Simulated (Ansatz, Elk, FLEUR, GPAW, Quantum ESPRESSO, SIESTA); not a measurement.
One structure in several programs: CdCo₃N (Pm-3m, 5 atoms in the cell)

Self-consistent single point, at a second geometry (lattice scaled by 0.98). First geometry:

```xyz
5
Lattice="3.8550 0.0000 0.0000 0.0000 3.8550 0.0000 0.0000 0.0000 3.8550" Properties=species:S:1:pos:R:3 pbc="T T T"
Cd     0.0000     0.0000     0.0000
Co     1.9275     1.9275     0.0000
Co     0.0000     1.9275     1.9275
Co     1.9275     0.0000     1.9275
N      1.9275     1.9275     1.9275
```
Moments meant for the start (each program seeds them in its own way; μB, in the order of the atoms Cd Co Co Co N): 0.0 3.0 3.0 3.0 0.0.

Shared settings, as Ansatz (a first-principles code) writes them: kpoints.mp_grid.grid = 6 6 6; scf.occupations.method = gaussian; scf.occupations.width = 0.01 Ry. Potentials and cutoffs stand in the table.

```
code                                                                                                                                      model  ΔF from the first geometry (meV/atom)  size of the net moment (μB/atom)           cutoff
----------------  -----------------------------------------------------------------------------------------------------------------------------  -------------------------------------  --------------------------------  ---------------
GPAW                                                                                      PBEsol, GPAW PAW datasets PBEsol (made by gpaw-setup)                                  -15.8                              0.60           950 eV
Elk                                           PBEsol, all-electron FP-LAPW, Elk's shipped species files, APW+lo basis with extra local orbitals                                      –                              0.58       rgkmax 7.5
SIESTA            GGA PBEsol, numerical atomic orbitals DZP, PseudoDojo PBEsol standard norm-conserving potentials (rewritten from UPF to PSML)                                  -25.6                              0.61      grid 400 Ry
Ansatz                                                                                                          PBEsol, PAW files made with PBE                                  -21.9                              0.60          default
FLEUR                                                                           PBEsol, all-electron FLAPW (FLEUR), scalar-relativistic valence                                      –                              0.60  Kmax 4.7 1/bohr
Quantum ESPRESSO                                                                           PBEsol, SSSP 1.1.2 efficiency (PBE) pseudopotentials                                  -20.2                              0.62            50 Ry
```

For Quantum ESPRESSO (by 1.0 GPa) the energy change implies a higher mean pressure, against the two pressures, than for the other programs: a sign of finite-basis (Pulay) stress.

A dash marks a value that a program does not give, or that is left out as unsure.

On Ansatz's run: the magnetic order is the one reached from the typed start; others were not searched systematically.

The spread over the programs that give each value: ΔF from the first geometry within 9.8 meV/atom; size of the net moment within 0.04 μB/atom.

SIESTA uses small atom-centred bases, whose incompleteness enters pressures, forces and empty levels differently from a plane-wave cutoff. Elk and FLEUR treat all electrons, but the usual bases taken here (sphere radii, linearisation, local orbitals, empty states) were not tested for convergence, so the values are no reference for the others. 

The starting cell comes from a database of computed structures (which also holds hypothetical and non-ambient phases and stackings), without a prior relaxation at this level. For this run, on top of that: lattice scaled by 0.98.

Keys are those of Ansatz 0.2.
